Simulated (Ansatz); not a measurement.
The reference is HfS2 in the CdI2 type structure (space group P-3m1, No. 164; a = 3.6057 Å, c = 5.7676 Å; layered, stacked along the Cartesian z axis). Axes: x lies along a and z along c of the hexagonal cell.

The values are results of PBE-D3(BJ)/PAW in Ansatz (a quantum-chemistry and plane-wave program), scalar-relativistic without spin-orbit coupling, not measurements.

For the base:

Smallest direct gap: 1.81 eV

Modification: compressive biaxial strain of 0.43 % in the plane normal to [001], as in epitaxy on a mismatched substrate; the out-of-plane cell vector and the atoms relax.

Question: What happens to the out-of-plane strain and smallest direct gap?

Answer: The out-of-plane strain is +0.16 %; the smallest direct gap shrinks by 0.02 eV to 1.79 eV.

Spin-orbit coupling, missing from the scalar runs, can matter with Hf. Gaps are Kohn–Sham eigenvalue differences; semilocal functionals usually give less than the measured gap. Whether these cells are dynamically stable was not tested.
